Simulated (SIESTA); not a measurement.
## Parameter sweep on SiMo3 (Pm-3n, 8 atoms in the cell)

```
CELL_PARAMETERS angstrom
      4.96305     0.00000     0.00000
      0.00000     4.96305     0.00000
      0.00000     0.00000     4.96305
ATOMIC_POSITIONS crystal
  Si 0.50000 0.50000 0.50000
  Si 0.00000 0.00000 0.00000
  Mo 0.00000 0.50000 0.25000
  Mo 0.00000 0.50000 0.75000
  Mo 0.25000 0.00000 0.50000
  Mo 0.75000 0.00000 0.50000
  Mo 0.50000 0.25000 0.00000
  Mo 0.50000 0.75000 0.00000
```

Base run A: GGA PBE, numerical atomic orbitals DZP, PseudoDojo PBE standard norm-conserving potentials (rewritten from UPF to PSML) run with SIESTA 5.4.2, self-consistent single point.

Its settings: XC.functional = GGA; XC.authors = PBE; potentials = PseudoDojo PBE standard; PAO.BasisSize = DZP; PAO.EnergyShift = 0.005 Ry; MeshCutoff = 400 Ry; kgrid.MonkhorstPack = 7 7 7; OccupationFunction = MP; OccupationMPOrder = 0; ElectronicTemperature = 1160.45 K; MaxSCFIterations = 150; SCF.Mixer.Method = Pulay; SCF.Mixer.Weight = 0.1; SCF.Mixer.History = 6; SCF.DM.Tolerance = 1.0E-05.

The starting cell comes from a database of computed structures (which also holds hypothetical and non-ambient phases and stackings), without a prior relaxation at this level. Its lattice was rescaled by a random factor within 2.5 % of one. Spin polarisation is off. Values carry the incompleteness of an atom-centred basis. In the base run, with a pressure of about -6 GPa the cell is away from its equilibrium volume at this level.

ΔF is the free energy per atom less that of run A. 

Run A gave: pressure (GPa) -6.19; TS (meV/atom) 2.8.

Runs:
- B: ElectronicTemperature: 1160.45 K → 580.23 K
- C: ElectronicTemperature: 1160.45 K → 2320.9 K
- D: OccupationFunction: MP → FD; OccupationMPOrder: 0 → default
- E: OccupationFunction: MP → FD; OccupationMPOrder: 0 → default; ElectronicTemperature: 1160.45 K → 3481.36 K
- F: OccupationMPOrder: 0 → 1
- G: OccupationMPOrder: 0 → 1; ElectronicTemperature: 1160.45 K → 2320.9 K

What does run E change against A?

The free energy goes down by 76.8 meV/atom and the pressure goes from -6.19 to -4.82 GPa.

What does run B change against A?

The free energy rises by 1.2 meV/atom and the pressure hardly changes (-6.19 to -6.21 GPa).

```json
[
 {"run": "A", "ΔF (meV/atom)": "0.00", "pressure (GPa)": "-6.19", "TS (meV/atom)": "2.8"},
 {"run": "B", "ΔF (meV/atom)": "1.23", "pressure (GPa)": "-6.21", "TS (meV/atom)": "1.0"},
 {"run": "C", "ΔF (meV/atom)": "-3.7", "pressure (GPa)": "-6.12", "TS (meV/atom)": "9.5"},
 {"run": "D", "ΔF (meV/atom)": "-6.8", "pressure (GPa)": "-6.06", "TS (meV/atom)": "15.9"},
 {"run": "E", "ΔF (meV/atom)": "-76.8", "pressure (GPa)": "-4.82", "TS (meV/atom)": "170.6"},
 {"run": "F", "ΔF (meV/atom)": "1.42", "pressure (GPa)": "-6.22", "TS (meV/atom)": "0.6"},
 {"run": "G", "ΔF (meV/atom)": "1.00", "pressure (GPa)": "-6.20", "TS (meV/atom)": "0.3"}
]
```
